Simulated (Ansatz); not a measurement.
## Sb in the A7 type structure (space group R-3m, No. 166; layered)

```cif
data_Sb6
_chemical_formula_sum 'Sb6'
_space_group_name_H-M_alt 'R-3m :H'
_space_group_IT_number 166
_space_group_name_Hall '-R 3 2"'
_cell_length_a 4.32795
_cell_length_b 4.32795
_cell_length_c 11.34433
_cell_angle_alpha 90.000
_cell_angle_beta 90.000
_cell_angle_gamma 120.000
loop_
_atom_site_label
_atom_site_type_symbol
_atom_site_symmetry_multiplicity
_atom_site_Wyckoff_symbol
_atom_site_fract_x
_atom_site_fract_y
_atom_site_fract_z
_atom_site_occupancy
Sb1 Sb 6 c 0.00000 0.00000 0.23324 1
```
(The calculation used a cell of 2 atoms; values per cell refer to that cell.)

Calculations: Kohn–Sham DFT with the r2SCAN+rVV10 functional, run in Ansatz (an electronic-structure program) with PAW and 500 eV plane waves, spin-orbit coupling left out. k-mesh 13×13×13 (Γ-centred); smearing 0.05 eV (Fermi–Dirac).

| Property | Result |
|---|---|
| Volume per atom | 30.67 Å³ |
| Density | 6.59 g/cm³ |
| Band gap | zero |
| Total energy | -6497.172 eV/atom (σ→0; compares only within this code and set-up) |

With Sb present, leaving out spin-orbit coupling can change the band edges. Stability against distortions was not tested.
